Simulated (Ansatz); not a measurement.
**germanium (1 1 1) on zinc-blende GaP (1 1 1) (film strained to the substrate, started from cuts of the bulks and a machine-learned relaxation; metallic at this level, with no gap by band count; slabs Ga5P5 and Ge8, which can lie off the formulas)**

A periodic stack without vacuum, germanium (1 1 1) on zinc-blende GaP (1 1 1) (film strained to the substrate, started from cuts of the bulks and a machine-learned relaxation; metallic at this level, with no gap by band count; slabs Ga5P5 and Ge8, which can lie off the formulas): substrate slab Ga5P5, film Ge8, surface cells [[0, 1], [-1, 0]] and [[1, -1], [0, 1]], film strained by -4.4 and -4.4 %, outermost planes P/Ga and Ge/Ge as cut, which need not be the usual terminations and can put a slab off its formula.

The start was prepared with a machine-learned potential, and the result is one local minimum, with the in-plane cell held and forces under 0.04 eV/Å; the film can end far from its bulk form.

The numbers are results of PBE (plane waves to 420 eV, PAW; Ansatz, an electronic-structure program), not measurements. Scalar-relativistic, without spin–orbit coupling; PBE gaps are too small against experiment. Its k-point mesh 7×7×1, Fermi–Dirac width 0.05 eV.

- interface area: 13.1 Å²
- period: 29.55 Å
- heights between the nearest atoms of the two slabs at the two interfaces: 0.93 and 0.88 Å
- Ga–Ge contacts across the interfaces within 1.22 times the sum of covalent radii: 3, mean 2.43 Å
- Ge–P contacts across the interfaces within 1.22 times the sum of covalent radii: 3, mean 2.41 Å
- two interfaces: unlike, so that offsets are their mean
- spin-polarised check at this geometry: falls back to no moment
- slope of the mean potential energy in the substrate: +6.6 MV/cm × e

```yaml
crystal:
  lattice:
    - [3.89379, -0.00001, 0.06348]
    - [-1.94687, 3.37251, -0.03153]
    - [1.48813, -1.12087, 29.57964]
  atoms:
    - { symbol: Ga, position: [0.92838, 0.19152, 0.09373] }
    - { symbol: Ga, position: [0.22478, 0.89312, 0.20106] }
    - { symbol: Ga, position: [0.52150, 0.59568, 0.30877] }
    - { symbol: Ga, position: [0.82087, 0.29817, 0.41661] }
    - { symbol: Ga, position: [0.12424, 0.00062, 0.52397] }
    - { symbol: P, position: [0.96186, 0.16411, 0.01193] }
    - { symbol: P, position: [0.25291, 0.86668, 0.11970] }
    - { symbol: P, position: [0.54917, 0.56854, 0.22745] }
    - { symbol: P, position: [0.84615, 0.27115, 0.33524] }
    - { symbol: P, position: [0.14558, 0.97374, 0.44339] }
    - { symbol: Ge, position: [0.44737, 0.67771, 0.55528] }
    - { symbol: Ge, position: [0.42287, 0.70550, 0.63785] }
    - { symbol: Ge, position: [0.74578, 0.38247, 0.66884] }
    - { symbol: Ge, position: [0.71500, 0.41018, 0.75270] }
    - { symbol: Ge, position: [0.03792, 0.08691, 0.78300] }
    - { symbol: Ge, position: [0.00971, 0.11488, 0.86710] }
    - { symbol: Ge, position: [0.33270, 0.79156, 0.89734] }
    - { symbol: Ge, position: [0.30638, 0.82084, 0.98228] }
```
